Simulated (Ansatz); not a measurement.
Partial pair distribution functions of a relaxed model of amorphous Hf10Si10O31N6, broadened by 0.06 Å; density 5.40 g/cm³. These are PBE, scalar-relativistic without spin-orbit coupling (plane waves to 420 eV, PAW; Ansatz, a first-principles code) values and carry that method's errors.

Preparation: random packing, a CHGNet melt and quench, and a DFT relaxation. O and N atoms were pushed apart under 1.9 Å during the dynamics, to hinder bonds among them. The hot cell started wider than the set density and was brought back towards it in steps. It is the lowest in DFT energy of 2 quenches. It is a model cell: composition and starting density were chosen by hand, and all elements were melted together. No dispersion term was used. Its density started from a set value of 5.52 and ended at 5.40 g/cm³. The quench (nominally 600 K/ps over its main leg) was far faster than any real one, so the model tends to hold more defects than a real film. A cell of this size samples the disorder only roughly. The volume was free in the relaxation, at fixed shape. Stress components on the final sampling reach 2.2 GPa.

```json
[
 {"r (Å)": "1.40", "g Hf-O": "0.00", "g Si-O": "0.02", "g Hf-Hf": "0.00", "g Si-Si": "0.00"},
 {"r (Å)": "1.50", "g Hf-O": "0.00", "g Si-O": "1.61", "g Hf-Hf": "0.00", "g Si-Si": "0.00"},
 {"r (Å)": "1.60", "g Hf-O": "0.00", "g Si-O": "13.07", "g Hf-Hf": "0.00", "g Si-Si": "0.00"},
 {"r (Å)": "1.70", "g Hf-O": "0.00", "g Si-O": "10.53", "g Hf-Hf": "0.00", "g Si-Si": "0.00"},
 {"r (Å)": "1.80", "g Hf-O": "0.20", "g Si-O": "1.05", "g Hf-Hf": "0.00", "g Si-Si": "0.00"},
 {"r (Å)": "1.90", "g Hf-O": "2.67", "g Si-O": "0.01", "g Hf-Hf": "0.00", "g Si-Si": "0.00"},
 {"r (Å)": "2.00", "g Hf-O": "5.65", "g Si-O": "0.00", "g Hf-Hf": "0.00", "g Si-Si": "0.00"},
 {"r (Å)": "2.10", "g Hf-O": "4.61", "g Si-O": "0.00", "g Hf-Hf": "0.00", "g Si-Si": "0.00"},
 {"r (Å)": "2.20", "g Hf-O": "2.82", "g Si-O": "0.00", "g Hf-Hf": "0.00", "g Si-Si": "0.00"},
 {"r (Å)": "2.30", "g Hf-O": "1.10", "g Si-O": "0.00", "g Hf-Hf": "0.00", "g Si-Si": "0.00"},
 {"r (Å)": "2.40", "g Hf-O": "0.62", "g Si-O": "0.00", "g Hf-Hf": "0.00", "g Si-Si": "0.00"},
 {"r (Å)": "2.50", "g Hf-O": "0.60", "g Si-O": "0.00", "g Hf-Hf": "0.00", "g Si-Si": "0.00"},
 {"r (Å)": "2.60", "g Hf-O": "0.21", "g Si-O": "0.00", "g Hf-Hf": "0.00", "g Si-Si": "0.00"},
 {"r (Å)": "2.70", "g Hf-O": "0.01", "g Si-O": "0.00", "g Hf-Hf": "0.00", "g Si-Si": "0.46"},
 {"r (Å)": "2.80", "g Hf-O": "0.05", "g Si-O": "0.00", "g Hf-Hf": "0.00", "g Si-Si": "3.13"},
 {"r (Å)": "2.90", "g Hf-O": "0.32", "g Si-O": "0.05", "g Hf-Hf": "0.02", "g Si-Si": "2.74"},
 {"r (Å)": "3.00", "g Hf-O": "0.48", "g Si-O": "0.42", "g Hf-Hf": "0.67", "g Si-Si": "3.97"},
 {"r (Å)": "3.10", "g Hf-O": "0.33", "g Si-O": "0.77", "g Hf-Hf": "2.44", "g Si-Si": "2.55"},
 {"r (Å)": "3.20", "g Hf-O": "0.22", "g Si-O": "0.60", "g Hf-Hf": "2.03", "g Si-Si": "0.52"},
 {"r (Å)": "3.30", "g Hf-O": "0.31", "g Si-O": "0.67", "g Hf-Hf": "1.00", "g Si-Si": "0.01"},
 {"r (Å)": "3.40", "g Hf-O": "0.46", "g Si-O": "1.03", "g Hf-Hf": "1.61", "g Si-Si": "0.00"},
 {"r (Å)": "3.50", "g Hf-O": "0.52", "g Si-O": "1.44", "g Hf-Hf": "2.96", "g Si-Si": "0.00"},
 {"r (Å)": "3.60", "g Hf-O": "0.85", "g Si-O": "1.19", "g Hf-Hf": "1.79", "g Si-Si": "0.00"},
 {"r (Å)": "3.70", "g Hf-O": "0.79", "g Si-O": "1.13", "g Hf-Hf": "0.82", "g Si-Si": "0.12"},
 {"r (Å)": "3.80", "g Hf-O": "0.86", "g Si-O": "0.83", "g Hf-Hf": "1.21", "g Si-Si": "0.64"},
 {"r (Å)": "3.90", "g Hf-O": "0.75", "g Si-O": "0.95", "g Hf-Hf": "1.25", "g Si-Si": "0.65"},
 {"r (Å)": "4.00", "g Hf-O": "0.94", "g Si-O": "1.44", "g Hf-Hf": "2.18", "g Si-Si": "0.30"},
 {"r (Å)": "4.10", "g Hf-O": "1.58", "g Si-O": "1.91", "g Hf-Hf": "0.65", "g Si-Si": "0.01"},
 {"r (Å)": "4.20", "g Hf-O": "1.50", "g Si-O": "2.31", "g Hf-Hf": "0.15", "g Si-Si": "0.03"},
 {"r (Å)": "4.30", "g Hf-O": "1.69", "g Si-O": "1.60", "g Hf-Hf": "0.48", "g Si-Si": "0.86"},
 {"r (Å)": "4.40", "g Hf-O": "1.91", "g Si-O": "1.16", "g Hf-Hf": "0.42", "g Si-Si": "1.92"},
 {"r (Å)": "4.50", "g Hf-O": "1.71", "g Si-O": "0.97", "g Hf-Hf": "0.76", "g Si-Si": "1.77"},
 {"r (Å)": "4.60", "g Hf-O": "1.67", "g Si-O": "0.92", "g Hf-Hf": "0.69", "g Si-Si": "1.53"}
]
```

Within 2.68 Å each Hf has 3.90 O neighbours on average.
